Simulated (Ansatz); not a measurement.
Consider W$_{2}$C (space group P-3m1, No. 164; a = 3.009 Å, c = 4.623 Å).

Level of theory: Kohn–Sham DFT with the PBEsol-D3(BJ) functional, run in Ansatz (a first-principles code) with PAW and 420 eV plane waves, without spin-orbit coupling.

Base values:

```
Property                        Result
----------------------------  --------
In-plane lattice parameter a  300.9 pm
Band gap                          zero
```

Modification: a free-standing slab of 1 layer (3 atoms, 3 a layer) is cut normal to the stacking axis, with 15 Å of vacuum and the in-plane cell relaxed.

### Question
What does the calculation give for the in-plane lattice parameter a after the change?

### Answer
The in-plane lattice parameter a drops by 17.64 pm (300.9 pm → 283.2 pm).

### Question
Estimate the effect on the excess energy per area of both faces.

### Answer
The excess energy per area of both faces (slab less bulk energy over the cell's area: twice a surface energy) is 9.2 J/m² (uncertain by up to 0.07 J/m²).

### Question
Predict the new thickness between the outermost nuclei.

### Answer
The thickness between the outermost nuclei is 2.65 Å.

### Question
Predict the new band gap.

### Answer
The band gap is still zero.

The excess energy carries the mismatch between the slab's and the bulk's meshes. Stability against distortions was not tested. All final runs are without spin polarisation.
